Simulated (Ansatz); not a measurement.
Levels about the gap of amorphous Si30N40W (71 atoms in a cell of 838 Å³, 3.14 g/cm³; zone centre alone, so wide bands show as single levels with stretches between that a denser mesh fills), at the geometry that PBE relaxed, where it gives 0.4 GPa on a denser mesh. The participation number counts the atoms over which a state spreads; weights are charges in smoothed Voronoi cells. The levels come from a single point, so bond lengths are those of that geometry. Method of the levels: PBE, scalar-relativistic without spin-orbit coupling (Ansatz, an electronic-structure program). Sampling: the zone centre alone; Fermi-Dirac width 0.02 eV; no spin polarisation. The usual formal charges leave 6 electrons over, so the level spacing at the Fermi energy parts defect or band states and needn't be the band gap. At PBE the levels at the empty edge of the gap are localised (band-tail or defect states).

It comes from a melt-quench run on a machine-learned potential (CHGNet), relaxed afterwards by DFT. N atoms were pushed apart under 1.9 Å during the dynamics, to hinder bonds among them. The hot cell started wider than the set density and was brought back towards it in steps. It is the lowest in DFT energy of 2 quenches. It is a model cell: composition and starting density were chosen by hand, and all elements were melted together. No dispersion term was used. Its density started from a set value of 3.27 and ended at 3.14 g/cm³. The quench (nominally 450 K/ps over its main leg) was far faster than any real one, so the model tends to hold more defects than a real film. One small periodic cell is one sample of the glass; other quenches scatter about these values. Volume and shape were free in the relaxation. Stress components on the final sampling reach 0.8 GPa. Cycles of charging lowered its energy after that relaxation.

```csv
"E - E(highest filled), eV",filling,participation number,largest on,weight N,weight Si,weight W
-1.12,filled,18.7,"N, 3 neighbours",0.89,0.10,0.01
-0.97,filled,21.3,"N, 3 neighbours",0.88,0.10,0.02
-0.91,filled,13.1,"N, 3 neighbours",0.87,0.11,0.02
-0.69,filled,15.6,"N, 3 neighbours",0.82,0.16,0.02
-0.50,filled,14.1,"N, 3 neighbours",0.86,0.14,0.01
-0.19,filled,6.7,"W, 7 neighbours",0.40,0.28,0.32
0.00,filled,9.0,"W, 7 neighbours",0.55,0.21,0.24
1.71,empty,3.4,"W, 7 neighbours",0.33,0.15,0.52
1.78,empty,18.0,"Si, 4 neighbours",0.40,0.56,0.04
2.10,empty,9.5,"W, 7 neighbours",0.42,0.29,0.29
2.20,empty,19.2,"W, 7 neighbours",0.41,0.46,0.13
2.74,empty,16.7,"Si, 4 neighbours",0.44,0.54,0.02
3.01,empty,34.2,"Si, 4 neighbours",0.43,0.50,0.08
3.08,empty,21.0,"Si, 4 neighbours",0.42,0.57,0.01
```

Most localised among these is the empty level at +1.71 eV, on a W atom, which has 7 neighbours (N 1.88 Å, N 2.20 Å, N 2.22 Å, N 2.29 Å, N 2.41 Å, Si 2.48 Å, Si 2.57 Å).
